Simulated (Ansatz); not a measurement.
This Ansatz (an electronic-structure program) input is the reference run, HgSe in the zinc blende structure (space group F-43m, No. 216), computed with Kohn–Sham DFT with the LDA functional, run in Ansatz with PAW and 420 eV plane waves, no spin-orbit coupling:

Ansatz 0.2 input:
```yaml
crystal:
  lattice:
    - [0, 3.0314811013, 3.0314811013]
    - [3.0314811013, 0, 3.0314811013]
    - [3.0314811013, 3.0314811013, 0]
  atoms:
    - { symbol: Hg, position: [0, 0, 0] }
    - { symbol: Se, position: [0.25, 0.25, 0.25] }
basis: { ecutwfc: 420, ecutrho_ratio: 4, xc_grid: 2, fft_grid_basis: typed }
kpoints: { mp_grid: { grid: [9, 9, 9] } }
hamiltonian:
  xc: lda
  dispersion: none
  pseudopotentials: { kind: paw }
scf: { occupations: { method: fermi_dirac, width: 0.05 }, convergence: { dr2_threshold: 0.0000000002 } }
output: { forces: true, stress: true }
checkpoint: { write: state.ck, write_every: 1000 }
```

Question: Write the input for this change: biaxial strain −1.50 %, plane normal [001], relaxed out of plane (Cartesian); in-plane vectors clamped, the third vector and the atoms free.

Answer: 
Ansatz 0.2 input:
```yaml
crystal:
  lattice:
    - [4.2228542622, 0, 0]
    - [0, 4.2228542622, 0]
    - [2.1114271311, -2.1114271311, 3.0542172096]
  atoms:
    - { symbol: Hg, position: [0, 0, 0] }
    - { symbol: Se, position: [0.75, 0.75, 0.5] }
basis: { ecutwfc: 420, ecutrho_ratio: 4, xc_grid: 2, fft_grid_basis: typed }
kpoints: { mp_grid: { grid: [9, 9, 9] } }
hamiltonian:
  xc: lda
  dispersion: none
  pseudopotentials: { kind: paw }
scf: { occupations: { method: fermi_dirac, width: 0.05 } }
relax: { f_tol: 0.005, max_steps: 50, cell: { stress_tol: 0.01, fix: [a, b, gamma] } }
output: { forces: true, stress: true }
checkpoint: { write: state.ck, write_every: 1000 }
```
This is the input that was run; other choices of cell and start would serve too.

No phonon test of stability was made. The final runs are not spin-polarised.
